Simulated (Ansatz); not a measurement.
Here is the system:

End structure of a constructed model of the (0001) surface of hcp Hf, a pseudomorphic layer of Y in the host's stacking (bottom of the slab: a bare face, its two planes held):

```xyz
7
Lattice="3.2049 0.0000 0.0000 -1.6024 2.7755 0.0000 0.0000 0.0000 32.0000" Properties=species:S:1:pos:R:3 pbc="T T T"
Hf     1.6024     0.9252     8.0236
Hf     0.0000     1.8503    10.5572
Hf     1.6024     0.9252    13.1275
Hf     0.0000     1.8503    15.6581
Hf     1.6024     0.9252    18.1937
Hf     0.0000     1.8503    20.7205
Y      1.6024     0.9252    23.4027
```

Model: 7-atom slab, 15.4 Å thick at the start, 13x13x1 mesh, Fermi-Dirac 0.1 eV, dipole correction, single point; on the structure that PBE left under its start's symmetry; no spin, no spin-orbit, no U. It is one candidate, not shown to be the stable structure of the face.

**Question.** Estimate the work function of the top face that r2SCAN, at the PBE geometry run with Ansatz (a first-principles code) returns for this input.

**Answer.** 3.87 eV
